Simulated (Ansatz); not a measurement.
## Several settings converged on FeGe₂ (I4, 6 atoms in the cell)

```
FeGe2
1.0
   -2.94476     2.94476     2.43915
    2.94476    -2.94476     2.43915
    2.94476     2.94476    -2.43915
Fe Ge
2 4
Direct
  0.76025   0.76025   0.00000
  0.25000   0.25000   0.00000
  0.15489   0.65489   0.80978
  0.84511   0.34511   0.19022
  0.65489   0.84511   0.50000
  0.34511   0.15489   0.50000
```
Moments meant for the start (each program seeds them in its own way; μB, in the order of the atoms Fe Fe Ge Ge Ge Ge): 4.0 4.0 0.0 0.0 0.0 0.0.

Base method: LDA (PW92), default PAW files made with PBE (plane waves; Ansatz, a first-principles code).

Base settings: basis.ecutwfc = 420 eV; kpoints.mp_grid.grid = 3 3 3; hamiltonian.xc = lda; hamiltonian.pseudopotentials = {kind: paw} (the program's default PAW files); magnetization.spin_polarized = true; scf.occupations.method = gaussian; scf.occupations.width = 0.1 eV.

The count of work is k-points × plane waves × bands × iterations; it is no time. 

**The cutoff for other potential files**

Level: DFT, LDA (PW92), plane waves, harder PAW files (source: ansatz) made with PBE.

In this ladder: hamiltonian.pseudopotentials = {kind: paw, source: ansatz}.

The second cell is the first with its lattice scaled by 0.98.

The mesh stays at the base's, so the ladder's end is converged at best in this setting alone.

The first pressure column holds Ansatz's estimate of the finite-basis (Pulay) stress, which hides part of the cutoff error; the other is without it.

Only quantities that move along the ladder and can be compared are tabulated.

| basis.ecutwfc | free energy less the last step's (meV/atom) | energy of the compressed cell less the first (meV/atom) | pressure (GPa) | pressure without the Pulay estimate (GPa) | largest difference of a force vector from the last step's (eV/Å) | count of work / last |
|---|---|---|---|---|---|---|
| 380 eV | 11397.66 | -106.91 | -14.39 | -548.55 | 0.292 | 0.11 |
| 465 eV | 2632.29 | -37.34 | -8.55 | -178.86 | 0.100 | 0.13 |
| 590 eV | 190.82 | -18.38 | -8.23 | -28.04 | 0.019 | 0.19 |
| 715 eV | 7.30 | -18.90 | -7.86 | -8.97 | 0.001 | 0.28 |
| 845 eV | 0.42 | -19.01 | -7.85 | -7.88 | 0.000 | 0.36 |
| 1015 eV | 0.19 | -19.01 | -7.85 | -7.85 | 0.000 | 0.47 |
| 1265 eV | 0.05 | -19.01 | -7.85 | -7.85 | 0.000 | 0.70 |
| 1690 eV | 0.00 | -19.02 | -7.85 | -7.85 | 0.000 | 1.0 |

Coarsest basis.ecutwfc that holds the pressure without the Pulay estimate within 0.5 GPa of the last step, with all finer ones: 845 eV, at 0.36 of the last step's count of work; the step before is off by 1.1 GPa.

Coarsest basis.ecutwfc that holds the energy of the compressed cell less the first within 1 meV/atom of the last step, with all finer ones: 590 eV, at 0.19 of the last step's count of work; the step before is off by 18 meV/atom.

Coarsest basis.ecutwfc that holds the forces within 0.02 eV/Å of the last step, with all finer ones: 590 eV, at 0.19 of the last step's count of work; the step before is off by 0.10 eV/Å.

The energy difference between the two cells stays within 1 meV/atom of the last step's from 590 eV on, the total only from 845 eV on: much of the error is common to both cells and cancels.

At the lowest cutoff the pressure without the Pulay estimate lies 541 GPa under the last step's, the usual sign of Pulay stress in an incomplete plane-wave basis.

**The density cutoff**

The second cell is the first with its lattice scaled by 0.98.

The mesh stays at the base's, so the ladder's end is converged at best in this setting alone.

Only quantities that move along the ladder and can be compared are tabulated.

| basis.ecutrho_ratio | free energy less the last step's (meV/atom) | energy of the compressed cell less the first (meV/atom) | pressure (GPa) | largest difference of a force vector from the last step's (eV/Å) |
|---|---|---|---|---|
| 2 | -20.00 | -17.83 | -6.55 | 0.013 |
| 3 | -0.45 | -19.26 | -7.86 | 0.000 |
| 4 | -0.02 | -19.31 | -7.90 | 0.000 |
| 5 | 0.00 | -19.31 | -7.90 | 0.000 |
| 6 | 0.00 | -19.31 | -7.90 | 0.000 |
| 8 | 0.00 | -19.31 | -7.90 | 0.000 |
| 10 | 0.00 | -19.31 | -7.90 | 0.000 |
| 12 | 0.00 | -19.31 | -7.90 | 0.000 |
| 16 | 0.00 | -19.31 | -7.90 | 0.000 |

Coarsest basis.ecutrho_ratio that holds the energy of the compressed cell less the first within 0.5 meV/atom of the last step, with all finer ones: 3; the step before is off by 1.5 meV/atom.

Coarsest basis.ecutrho_ratio that holds the forces within 0.005 eV/Å of the last step, with all finer ones: 3; the step before is off by 0.013 eV/Å.

Coarsest basis.ecutrho_ratio that holds the pressure within 0.1 GPa of the last step, with all finer ones: 3; the step before is off by 1.3 GPa.

**The relaxed cell against the cutoff**

On FeGe2 (I4/mcm, 6 atoms in the cell): atoms on their sites.

In this ladder: relax = cell and atoms.

The mesh stays at the base's, so the ladder's end is converged at best in this setting alone.

Only quantities that move along the ladder and can be compared are tabulated.

```tsv
basis.ecutwfc	relaxed volume (Å³/atom)	relaxation steps
250 eV	13.428	72
295 eV	13.447	23
355 eV	13.347	9
420 eV	13.332	5
505 eV	13.331	5
630 eV	13.330	5
840 eV	13.330	5
```

Coarsest basis.ecutwfc that holds the relaxed volume within 0.067 Å³/atom of the last step, with all finer ones: 355 eV; the step before is off by 0.12 Å³/atom.

At the lowest cutoff the cell relaxes to a volume 0.7 % larger than at the highest. Ansatz relaxes on a stress corrected for the finite basis.

On the base run: the starting cell comes from a database of computed structures (which also holds hypothetical and non-ambient phases and stackings), without a prior relaxation at this level. Its lattice was rescaled by up to half a per cent. One atom was moved a little off its site on purpose. The moments shrank to a small part of their start, a low-spin state that need not be the lowest. Without a gap this mesh is coarse (it stands for a supercell whose shortest vector is 14 Å).

Left out of this page: 1 run of the series failed or unconverged.

Keys are those of Ansatz 0.2.
